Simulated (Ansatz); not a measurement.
Results of PBEsol in Ansatz (plane waves, PAW) for Be3N2 (Ia-3, No. 206).

Run with plane-wave cutoff 520 eV, 6×6×6 k mesh, Fermi–Dirac smearing 0.01 eV, scalar-relativistic PAW data made under PBE.

A third-order Birch–Murnaghan fit to the energies gives V0 = 6.668 Å³/atom, B0 = 221 GPa, B′ = 3.6.

| V (Å³/atom) | P (GPa) |
|---|---|
| 6.401 | ? |
| 6.535 | 4.65 |
| 6.668 | 0.00 |
| 6.802 | ? |
| 6.935 | ? |

Q: Estimate the withheld pressures from this fit; the answers are the runs' own values.

A: 
- 6.401, P (GPa): 9.74
- 6.802, P (GPa): -4.23
- 6.935, P (GPa): -8.08

The formula P = (3/2) B0 (x^(7/3) − x^(5/3)) [1 + (3/4)(B′ − 4)(x^(2/3) − 1)] with x = V0/V meets the computed pressures within 0.04 GPa when these rounded values are put in.

Static lattice: no zero-point or thermal effects.

Computing time: roughly 25 core-minutes.

Ansatz is an electronic-structure program.
